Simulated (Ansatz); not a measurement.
The parent structure is BN in the h-BN type structure (space group P6_3/mmc, No. 194; a = 2.500 Å, c = 6.525 Å; layered, stacked along the Cartesian z axis). Axes: x lies along a and z along c of the hexagonal cell.

Levels (all Ansatz, a quantum-chemistry and plane-wave program, PAW, earlier PAW set): r2SCAN+rVV10 (500 eV, without spin-orbit coupling); HSE06 (420 eV, no spin-orbit coupling).

Its gap is 4.74 eV with r2SCAN+rVV10 and 5.52 eV with HSE06.

It is then changed as follows: strain tensor (xx, yy, zz, yz, xz, xy) = (+0.44, +0.73, −2.27, −0.31, +0.60, −0.15) %, atoms relaxed at fixed cell.

With r2SCAN+rVV10 the gap becomes 4.66 eV.

**Question.** If the HSE06 correction stayed the same, what would the HSE06 gap be, and what does the HSE06 run give?

**Answer.** A rigid correction of +0.78 eV gives 5.44 eV. The HSE06 run gives 5.44 eV, so the two effects roughly add.

Single points use the geometry relaxed with r2SCAN+rVV10. HSE06 was sampled on its mesh, a few special points and the semilocal edge points, so its gap is an upper bound. Whether these cells are dynamically stable was not tested.
